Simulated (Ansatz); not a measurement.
```
CELL_PARAMETERS angstrom
      0.02718     2.38395     2.38395
      2.38395     0.02718     2.38395
      2.41112     2.41112     0.00000
ATOMIC_POSITIONS crystal
  B  0.00107 0.00107 0.99893
  As 0.24893 0.24893 0.25107
```

No spin polarisation.

The values are results of PBEsol in Ansatz (plane waves to 420 eV, PAW, no SOC), not measurements. Γ-centred 12×12×12 mesh, Fermi–Dirac width 0.05 eV.

Q: Predict the stress, band gap and gap character.

A: 
- Stress (xx, yy, zz, yz, xz, xy; compression positive) = (0.08, 0.08, -0.01, 0.00, 0.00, -3.42) GPa
- Band gap = 0.93 eV
- Gap character = indirect, Γ → k = (0.417, 0.417, 0) in the run's primitive reciprocal basis

The cells carry an imposed strain or load. Whether these cells are dynamically stable was not tested. The cell was made from BAs in the zinc blende structure (space group F-43m, No. 216) by this change: tensor shear ε_xy = +1.14 %.

Ansatz is a first-principles code.
